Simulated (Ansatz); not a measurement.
## WSi2 under a change: Si interstitial (started 1.74 Å from the nearest host atom), symmetric start

Start from a 9-atom supercell of WSi$_{2}$ (space group I4/mmm, No. 139; a = 3.2123 Å, c = 7.8058 Å) at its relaxed geometry.

One thing is altered: one Si atom is added in an open site, starting 1.74 Å from the nearest host atom, atoms relaxed at fixed cell.

Calculations: DFT with r2SCAN, PAW potentials and a 500 eV plane-wave cutoff in Ansatz (a first-principles code), scalar-relativistic without spin-orbit coupling, earlier PAW set. Γ-centred 9×9×9 mesh, Fermi–Dirac width 0.05 eV.

```csv
quantity,base,changed,shift
pressure,0.0 GPa,45.4 GPa,+45.4 GPa
final site of the added atom,–,4 Si at 2.10 Å and 4 W at 2.58 Å,–
```

In so small a cell the defect repeats every few ångströms: this is an ordered compound, not a dilute defect. The defect started on the symmetric site and kept its symmetry, so it may sit on a saddle. All final runs are without spin polarisation. The defect cell is not spin-polarised.
